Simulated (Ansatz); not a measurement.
Defect: La-vacancy pair (La on one host Hf site, one O site vacant) in monoclinic HfO2, charge state +1. Computed with PBE, PAW (plane waves to 420 eV; Ansatz, an electronic-structure program).

96-site cell at the relaxed PBE lattice, the Γ point alone, smearing 0.01 eV, spin-restricted, no finite-size correction. No zero-point or tunnelling terms. Spin-orbit coupling is left out. The charge state is imposed; whether it is stable for some Fermi level was not computed. Forms of the defect that were not tried may lie lower. The start lies 0.066 eV above the lowest site run (PBE).

Barriers: single points on a 2×2×2 k-point mesh shifted by half a step at the bands' geometries.

The step: a nearby O atom hops onto the vacant site (La-vacancy distance between ideal sites 2.05 → 4.57 Å); the atom moves 1.88 Å along (0.12, 0.25, -0.21) of the unit cell; the moving atom starts with neighbours Hf at 2.09, Hf at 2.12, Hf at 2.17; O at 2.62, O at 2.69 Å and ends with Hf at 1.97, Hf at 2.03; La at 2.46 Å.

Task: What is the computed migration barrier of this step (PBE, PAW)?

Result: 0.48 eV forward and 0.55 eV backward. At the saddle the moving atom has neighbours 2 Hf at 1.94 Å. The saddle point's order was not checked.
